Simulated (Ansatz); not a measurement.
An Ansatz (an electronic-structure program) run: WSe2 with a change (uniaxial strain ε_zz = +1.28 %); PBE-D3(BJ)/PAW in Ansatz, spin-orbit coupling left out.

Input:

Ansatz 0.2 input:
```yaml
crystal:
  lattice:
    - [3.2790595363, 0, 0]
    - [-1.6395297682, 2.839748859, 0]
    - [0, 0, 12.9497271397]
  atoms:
    - { symbol: W, position: [0.3333333333, 0.6666666667, 0.25] }
    - { symbol: W, position: [0.6666666667, 0.3333333333, 0.75] }
    - { symbol: Se, position: [0.3333333333, 0.6666666667, 0.6182738331] }
    - { symbol: Se, position: [0.6666666667, 0.3333333333, 0.1182738331] }
    - { symbol: Se, position: [0.6666666667, 0.3333333333, 0.3817261669] }
    - { symbol: Se, position: [0.3333333333, 0.6666666667, 0.8817261669] }
basis: { ecutwfc: 420, ecutrho_ratio: 4, xc_grid: 2, fft_grid_basis: typed }
kpoints: { mp_grid: { grid: [12, 12, 3] } }
hamiltonian:
  xc: pbe
  dispersion: d3bj
  pseudopotentials: { kind: paw }
scf: { occupations: { method: fermi_dirac, width: 0.05 }, convergence: { dr2_threshold: 0.0000000006 } }
relax: { f_tol: 0.005, max_steps: 50 }
output: { forces: true, stress: true }
checkpoint: { write: state.ck, write_every: 1000 }
```

Output (explanatory and most iteration lines left out):

```
Relaxation: its limit of steps is 50 (relax.max_steps)
Pseudopotential: W, paw, valence charge 14
Pseudopotential: Se, paw, valence charge 16
Crystal: 6 atoms, lattice volume = 120.584 Å³
Basis set: ecut = 420 eV, 2395 PW (Γ), exchange–correlation on 48×48×180 points (8 copies of the dense FFT grid, shifted against one another)
Bands: 56, of which v1, the nominal top of the filled ones, is band 46 counted from 1 (45 counted from 0)
Symmetry: 24 space group operations
Space group: P63/mmc (ITA 194), of the structure as read, at distance tolerance 4.9e-5 Å
k-points: 38 of 432
Functional: x = pbe(κ = 0.804, μ = 0.2195149727645171), c = pbe(β = 0.06672455060314922)
SCF iter   1: F=—  HF=-42651.981910 eV  |F-HF|=—  |Δ(HF+E_count)|=         —  Δρ=4.41e-3  dr2=7.51e-3  ethr=1.77e-3  ⟨swp⟩=6.3  Hψ=7648  notcnv=0  defer=1
SCF iter   2: F=—  HF=-42651.990501 eV  |F-HF|=—  |Δ(HF+E_count)|=   8.59e-3  Δρ=2.55e-3  dr2=1.96e-3  ethr=8.16e-6  ⟨swp⟩=2.0  Hψ=3439  notcnv=0  defer=14
SCF 1 converged in 8 iterations: F = -42651.994813 eV  dr2 = 4.19e-10
relax step   1: F+E_penalty+E_count = -42651.99481297 eV  Δ(F+E_penalty+E_count) = +0.000e0 eV  max|allowed force component| = 3.400e-1 eV/Å  Δτ_max = 0.0000 Å  (8 SCF iters, accepted)
Crystal: 6 atoms, lattice volume = 120.584 Å³
SCF iter   1: F=—  HF=-42651.983862 eV  |F-HF|=—  |Δ(HF+E_count)|=         —  Δρ=3.79e-3  dr2=2.04e-2  ethr=2.07e-5  ⟨swp⟩=1.1  Hψ=6405  notcnv=0  defer=102
SCF iter   2: F=—  HF=-42651.980116 eV  |F-HF|=—  |Δ(HF+E_count)|=   3.75e-3  Δρ=1.74e-3  dr2=3.17e-3  ethr=2.07e-5  ⟨swp⟩=2.0  Hψ=2358  notcnv=0  defer=102
SCF 2 converged in 9 iterations: F = -42651.979449 eV  dr2 = 1.30e-10
relax step   2: F+E_penalty+E_count = -42651.97944882 eV  Δ(F+E_penalty+E_count) = +1.536e-2 eV  max|allowed force component| = 5.188e-1 eV/Å  Δτ_max = 0.0473 Å  (9 SCF iters, rejected (line search))
Crystal: 6 atoms, lattice volume = 120.584 Å³
SCF iter   1: F=—  HF=-42652.009561 eV  |F-HF|=—  |Δ(HF+E_count)|=         —  Δρ=2.23e-3  dr2=7.21e-3  ethr=7.45e-5  ⟨swp⟩=3.3  Hψ=4111  notcnv=0  defer=99
SCF iter   2: F=—  HF=-42652.008305 eV  |F-HF|=—  |Δ(HF+E_count)|=   1.26e-3  Δρ=1.02e-3  dr2=1.19e-3  ethr=7.84e-6  ⟨swp⟩=1.8  Hψ=2554  notcnv=0  defer=97
SCF 3 converged in 9 iterations: F = -42652.008080 eV  dr2 = 5.29e-11
relax step   3: F+E_penalty+E_count = -42652.00807964 eV  Δ(F+E_penalty+E_count) = -1.327e-2 eV  max|allowed force component| = 9.240e-3 eV/Å  Δτ_max = 0.0199 Å  (9 SCF iters, accepted)
Crystal: 6 atoms, lattice volume = 120.584 Å³
SCF iter   1: F=—  HF=-42652.008088 eV  |F-HF|=—  |Δ(HF+E_count)|=         —  Δρ=4.12e-5  dr2=2.43e-6  ethr=2.75e-8  ⟨swp⟩=2.0  Hψ=3451  notcnv=0  defer=96
SCF iter   2: F=—  HF=-42652.008089 eV  |F-HF|=—  |Δ(HF+E_count)|=   1.26e-6  Δρ=1.90e-5  dr2=3.86e-7  ethr=2.64e-9  ⟨swp⟩=1.7  Hψ=2540  notcnv=0  defer=96
SCF 4 converged in 6 iterations: F = -42652.008089 eV  dr2 = 1.37e-10
relax step   4: F+E_penalty+E_count = -42652.00808914 eV  Δ(F+E_penalty+E_count) = -9.496e-6 eV  max|allowed force component| = 1.515e-5 eV/Å  Δτ_max = 0.0005 Å  (6 SCF iters, accepted)
SCF converged after 6 iterations
Free energy (F): -42652.008089 eV
Internal energy: -42652.008088 eV  (E = F + TS)
E sigma→0 (E₀):  -42652.008088 eV
Entropy (-TS):   -0.000001 eV (-0.000 meV/atom)
Fermi energy:    13.513019 eV
  E_disp       = -2.815767  (pairwise vdW)
--- Forces (eV/Å), atoms counted from 1 ---
  atom   1  W      0.00000000     0.00000000     0.00000000
  atom   2  W     -0.00000000    -0.00000000     0.00000000
  atom   3  Se     0.00000000     0.00000000    -0.00001515
  atom   4  Se    -0.00000000    -0.00000000    -0.00001515
  atom   5  Se    -0.00000000    -0.00000000     0.00001515
  atom   6  Se     0.00000000     0.00000000     0.00001515
--- Stress (GPa, compression-positive) ---
       -0.144458       0.000000       0.000000
        0.000000      -0.144458       0.000000
        0.000000       0.000000      -0.764818
  P = ⅓ Tr σ = -0.3512 GPa (-3.512 kbar)
--- Relaxed structure (4 steps of the walk, 3 accepted, 0 SCFs on fresh bases) ---
  atoms:
    - { symbol: W, position: [0.3333333333333333, 0.6666666666666665, 0.24999999999999994] }
    - { symbol: W, position: [0.6666666666666665, 0.3333333333333332, 0.7499999999999998] }
    - { symbol: Se, position: [0.3333333333333333, 0.6666666666666665, 0.6197698680465374] }
    - { symbol: Se, position: [0.6666666666666665, 0.3333333333333332, 0.1197698680465375] }
    - { symbol: Se, position: [0.6666666666666665, 0.3333333333333332, 0.3802301319534624] }
    - { symbol: Se, position: [0.3333333333333333, 0.6666666666666665, 0.8802301319534623] }
```

With W present, leaving out spin-orbit coupling can change the band edges. Whether these cells are dynamically stable was not tested. The cell was made from WSe₂ in the 2H-MoS2 type structure (space group P6_3/mmc, No. 194; layered, stacked along the Cartesian z axis) by this change: uniaxial strain ε_zz = +1.28 %.
